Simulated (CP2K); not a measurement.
**Input and output of a self-consistent single point for La2CuTe4 (P2_1, 14 atoms in the cell) (CP2K)**

Method of the run: PBEsol, GPW, DZVP-MOLOPT-SR-GTH basis, GTH-PBE potentials (GTH_POTENTIALS) (CP2K 2026.2).

Input as run:

```
&GLOBAL
  PROJECT calc
  RUN_TYPE ENERGY_FORCE
  PRINT_LEVEL LOW
&END GLOBAL
&FORCE_EVAL
  METHOD Quickstep
  STRESS_TENSOR ANALYTICAL
  &DFT
    BASIS_SET_FILE_NAME BASIS_MOLOPT
    BASIS_SET_FILE_NAME BASIS_MOLOPT_UCL
    POTENTIAL_FILE_NAME GTH_POTENTIALS
    &QS
      METHOD GPW
      EPS_DEFAULT 1E-10
    &END QS
    &MGRID
      CUTOFF 600
      REL_CUTOFF 40
      NGRIDS 5
    &END MGRID
    &SCF
      SCF_GUESS ATOMIC
      EPS_SCF 1E-7
      MAX_SCF 100
      ADDED_MOS 19
      &DIAGONALIZATION
        ALGORITHM STANDARD
      &END DIAGONALIZATION
      &MIXING
        METHOD BROYDEN_MIXING
        ALPHA 0.3
        NBUFFER 10
        BETA 1
      &END MIXING
      &SMEAR ON
        METHOD GAUSSIAN
        SIGMA [eV] 0.01
      &END SMEAR
    &END SCF
    &KPOINTS
      SCHEME MONKHORST-PACK 3 3 3
    &END KPOINTS
    &XC
      &XC_FUNCTIONAL
        &PBE
          PARAMETRIZATION PBESOL
        &END PBE
      &END XC_FUNCTIONAL
    &END XC
    &PRINT
      &MO
        EIGENVALUES T
        OCCUPATION_NUMBERS T
        NDIGITS 8
        FILENAME mo
        &EACH
          QS_SCF 0
        &END EACH
        ADD_LAST NUMERIC
      &END MO
      &MULLIKEN OFF
      &END MULLIKEN
    &END PRINT
  &END DFT
  &SUBSYS
    &CELL
      A 6.62918800 0.00000000 0.00000000
      B 0.00000000 8.67058500 0.00000000
      C -0.03120000 0.00000000 7.85402900
      PERIODIC XYZ
    &END CELL
    &COORD
      La       3.28532404     0.48832735     6.06653054
      La       3.31266396     4.82361985     1.78749846
      La       0.02389506     8.15876037     1.86148341
      La       6.57409294     3.82346787     5.99254559
      Cu       4.51456623     1.76142934     3.24834785
      Cu       2.08342177     6.09672184     4.60568115
      Te       3.36046999     3.55944855     4.83894581
      Te       3.23751801     7.89474105     3.01508319
      Te       0.11774773     5.14642573     3.01712524
      Te       6.48024027     0.81113323     4.83690376
      Te       4.96031782     2.15524731     0.67717438
      Te       1.63767018     6.49053981     7.17685462
      Te       4.96189689     6.49357452     7.25515929
      Te       1.63609111     2.15828202     0.59886971
    &END COORD
    &KIND La
      BASIS_SET DZVP-MOLOPT-SR-GTH-q11
      POTENTIAL GTH-PBE-q11
    &END KIND
    &KIND Cu
      BASIS_SET DZVP-MOLOPT-SR-GTH-q11
      POTENTIAL GTH-PBE-q11
    &END KIND
    &KIND Te
      BASIS_SET DZVP-MOLOPT-SR-GTH-q6
      POTENTIAL GTH-PBE-q6
    &END KIND
  &END SUBSYS
  &PRINT
    &FORCES ON
    &END FORCES
    &STRESS_TENSOR ON
    &END STRESS_TENSOR
  &END PRINT
&END FORCE_EVAL
```

Output (repeated stretches shortened):

```
 GLOBAL| Method name                                                        CP2K
 GLOBAL| Project name                                                       calc
 GLOBAL| Run type                                                   ENERGY_FORCE

 TOTAL NUMBERS AND MAXIMUM NUMBERS

  Total number of            - Atomic kinds:                                   3
                             - Atoms:                                         14
                             - Shell sets:                                    14
                             - Shells:                                        86
                             - Primitive Cartesian functions:                 80
                             - Cartesian basis functions:                    296
                             - Spherical basis functions:                    258

  Maximum angular momentum of- Orbital basis functions:                        3
                             - Local part of the GTH pseudopotential:          2
                             - Non-local part of the GTH pseudopotential:      4

 SCF PARAMETERS         Density guess:                                    ATOMIC
                        max_scf:                                             100
                        max_diis:                                              4
                        eps_scf:                                        1.00E-07
                        eps_diis:                                       1.00E-01
                        eps_eigval:                                     1.00E-05
                        level_shift [a.u.]:                             0.000000
                        added MOs                                        19    0
                        Mixing method:                            BROYDEN_MIXING
                                                charge density mixing in g-space
                        Smear method:                                   GAUSSIAN
                        Smearing width (sigma) [a.u.]:                  3.67E-04
                        Accuracy threshold:                             1.00E-10
                        No outer SCF

 Extrapolation method: initial_guess

 Number of electrons:                                                        114
 Number of occupied orbitals:                                                 57
 Number of molecular orbitals:                                                76

 Number of orbital functions:                                                258
 Number of independent orbital functions:                                    258

 SCF WAVEFUNCTION OPTIMIZATION

  Step     Update method      Time    Convergence         Total energy    Change
     1 NoMix/Diag. 0.30E+00      -     2.20987017      -289.0636700681 -2.89E+02
     2 Broy./Diag. 0.30E+00      -     0.29390610      -293.0145875389 -3.95E+00
     3 Broy./Diag. 0.30E+00      -     0.08006726      -286.6035057154  6.41E+00
     4 Broy./Diag. 0.30E+00      -     0.08100568      -287.7507159336 -1.15E+00
     5 Broy./Diag. 0.30E+00      -     0.02503038      -288.6856736736 -9.35E-01
     6 Broy./Diag. 0.30E+00      -     0.00651594      -288.1742140284  5.11E-01
     7 Broy./Diag. 0.30E+00      -     0.00196559      -288.1434696945  3.07E-02
   [... 8 lines left out ...]
    16 Broy./Diag. 0.30E+00      -     0.00000270      -288.2132101255  8.55E-05
    17 Broy./Diag. 0.30E+00      -     0.00000263      -288.2132245102 -1.44E-05
    18 Broy./Diag. 0.30E+00      -     0.00000021      -288.2132308292 -6.32E-06
    19 Broy./Diag. 0.30E+00      -     0.00000054      -288.2132325334 -1.70E-06
    20 Broy./Diag. 0.30E+00      -     0.00000005      -288.2132314169  1.12E-06

  *** SCF run converged in    20 steps ***

  Electronic density on regular grids:       -113.9999999656        0.0000000344
  Core density on regular grids:              113.9999999787       -0.0000000213
  Total charge density on r-space grids:        0.0000000131
  Total charge density g-space grids:           0.0000000131

  Overlap energy of the core charge distribution:               0.00000000987109
  Self energy of the core charge distribution:               -525.30175469652443
  Core Hamiltonian energy:                                    121.97313386024572
  Hartree energy:                                             161.93525276115827
  Exchange-correlation energy:                                -46.81980631225719
  Smearing free energy correction:                             -0.00005703942742
  Fermi energy:                                                 0.20468549850487

  Total energy:                                              -288.21323141690408
  Total energy (extrapolated to sigma->0):                   -288.21320289719034

 ENERGY| Total FORCE_EVAL ( QS ) energy [hartree]           -288.213230927330926

 FORCES| Atomic forces [hartree/bohr]
 FORCES|   Atom     x               y               z               |f|
 FORCES|      1  8.03692024E-04  1.08958961E-04 -2.76494719E-04   8.56879370E-04
 FORCES|      2 -8.03652734E-04  1.05202521E-04  2.76669333E-04   8.56429336E-04
 FORCES|      3 -7.69803938E-05  2.96275954E-04  6.72121306E-04   7.38547543E-04
 FORCES|      4  7.76116467E-05  2.97902380E-04 -6.71888511E-04   7.39055861E-04
 FORCES|      5  2.47747448E-03 -4.60413387E-04  9.32225708E-04   2.68680201E-03
 FORCES|      6 -2.47746461E-03 -4.74795586E-04 -9.32225693E-04   2.68929480E-03
 FORCES|      7  1.73170804E-03  1.31017687E-04 -1.09653875E-03   2.05386845E-03
 FORCES|      8 -1.73172185E-03  1.29546169E-04  1.09646682E-03   2.05374835E-03
 FORCES|      9  3.38606338E-03  6.10666636E-04  2.20635914E-04   3.44775567E-03
 FORCES|     10 -3.38574837E-03  6.13914358E-04 -2.20949210E-04   3.44804313E-03
 FORCES|     11 -8.71873362E-04 -6.92549366E-04  1.27587981E-03   1.69341580E-03
 FORCES|     12  8.71929874E-04 -6.94943674E-04 -1.27582099E-03   1.69438119E-03
 FORCES|     13  1.05352411E-04  3.69302286E-05  2.11240775E-03   2.11535564E-03
 FORCES|     14 -1.05329782E-04  3.93372561E-05 -2.11224718E-03   2.11523756E-03
 FORCES| Sum     1.06074944E-06  4.70501361E-05  2.41600221E-07
 FORCES| Total atomic force                                       4.70627121E-05

 STRESS| Analytical stress tensor [bar]
 STRESS|                        x                   y                   z
 STRESS|      x       -3.00207900777E+04   3.62087465330E-02   5.12393562098E+02
 STRESS|      y        3.62087465330E-02  -3.31872462164E+04   2.40751538751E-01
 STRESS|      z        5.12393562098E+02   2.40751538751E-01  -3.21170749664E+04
 STRESS| 1/3 Trace                                            -3.17750370868E+04
```

The run converged in 20 iterations.

The starting cell comes from a database of computed structures (which also holds hypothetical and non-ambient phases and stackings), without a prior relaxation at this level. Its lattice was rescaled by a random factor within 2.5 % of one. Spin polarisation is off. Values carry the incompleteness of an atom-centred basis. The potentials were made for another functional than the one used. With a pressure of about -3 GPa the cell is away from its equilibrium volume at this level.

Cost on one core of a shared machine: roughly 3 min.
